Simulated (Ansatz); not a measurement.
**Parameter sweep on Mg (P6_3/mmc, 4 atoms in the cell)**

```
CELL_PARAMETERS angstrom
      3.25307     0.00000     0.00000
     -1.62654     2.81724     0.00000
      0.00000     0.00000    10.56651
ATOMIC_POSITIONS crystal
  Mg 0.00000 0.00000 0.00000
  Mg 0.00000 0.00000 0.50000
  Mg 0.33333 0.66667 0.25000
  Mg 0.66667 0.33333 0.75000
```

Base run A: revPBE, harder PAW files (source: ansatz) made with PBE in Ansatz (a first-principles code), self-consistent single point.

Its settings: basis.ecutwfc = 620 eV; kpoints.mp_grid.grid = 12 12 3; hamiltonian.xc = revpbe; hamiltonian.pseudopotentials = {kind: paw, source: ansatz}; scf.occupations.method = fermi_dirac; scf.occupations.width = 0.05 eV.

The starting cell comes from a database of computed structures (which also holds hypothetical and non-ambient phases and stackings), without a prior relaxation at this level. Its lattice was rescaled by a random factor within 2.5 % of one. Ansatz's pressure includes its estimate of the finite-basis (Pulay) stress.

Absolute energies have different zeros for different potentials, functionals, Hubbard and dispersion terms and are not compared across them.

Runs:
- B: hamiltonian.xc: revpbe → lda [LDA (PW92)]
- C: hamiltonian.xc: revpbe → pbe [PBE]
- D: hamiltonian.xc: revpbe → pbesol [PBEsol]
- E: hamiltonian.xc: revpbe → rpbe [RPBE]
- F: hamiltonian.xc: revpbe → blyp [BLYP]
- G: hamiltonian.xc: revpbe → r2scan [r2SCAN]

| run | pressure (GPa) |
|---|---|
| A | -0.79 |
| B | ? |
| C | -1.62 |
| D | ? |
| E | -0.61 |
| F | -0.75 |
| G | -2.31 |

Fill in the missing entries.


- B, pressure (GPa): -3.43
- D, pressure (GPa): -2.24

Keys are those of Ansatz 0.2.
